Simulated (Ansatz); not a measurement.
Band structure of KP2Ru2 (I4/mmm, 5 atoms in the cell).

```xyz
5
Lattice="-2.0160 2.0160 6.2605 2.0160 -2.0160 6.2605 2.0160 2.0160 -6.2605" Properties=species:S:1:pos:R:3 pbc="T T T"
K      0.0000     0.0000     0.0000
P      0.0000     0.0000     4.2411
P      0.0000     0.0000     8.2799
Ru     0.0000     2.0160     3.1303
Ru     2.0160     0.0000     3.1303
```

Method: PBEsol, PAW files made with PBE (plane waves; Ansatz, a program for electronic structure).

Settings: basis.ecutwfc = 420 eV; kpoints.mp_grid.grid = 7 7 7; hamiltonian.xc = pbesol; hamiltonian.pseudopotentials = {kind: paw} (an earlier, softer set of the program's PAW files); scf.occupations.method = fermi_dirac; scf.occupations.width = 0.136 eV; kpoints.band_path.npoints = 8.

The starting cell comes from a database of computed structures (which also holds hypothetical and non-ambient phases and stackings), without a prior relaxation at this level. Its lattice was rescaled by a random factor within 2.5 % of one. Spin polarisation is off; with an odd number of electrons in the cell that forces a metal, and a magnetic state may lie lower.

Levels in eV from the Fermi level, bands 23 to 30:
```csv
point,23,24,25,26,27,28,29,30
Γ,-0.30,0.04,0.56,0.56,1.48,2.84,3.78,4.00
X,-2.07,-0.94,-0.67,-0.67,-0.16,-0.12,1.77,1.79
Y,-2.10,-0.90,-0.82,-0.68,0.02,0.13,1.77,1.82
S,-1.97,-1.88,-0.98,-0.14,2.22,2.79,3.19,3.48
Z,-0.30,0.62,0.62,1.02,1.48,1.54,4.22,4.22
S1,-1.97,-1.88,-0.98,-0.14,2.22,2.79,3.19,3.48
N,-2.06,-2.01,-0.76,-0.48,2.46,2.77,2.89,3.33
P,-2.05,-0.95,-0.67,-0.67,-0.14,-0.14,1.78,1.78
Y1,-2.10,-0.90,-0.82,-0.68,0.02,0.13,1.77,1.82
```

Bands cross the Fermi level along this path, so the cell is metallic at this level.

Keys are those of Ansatz 0.2.
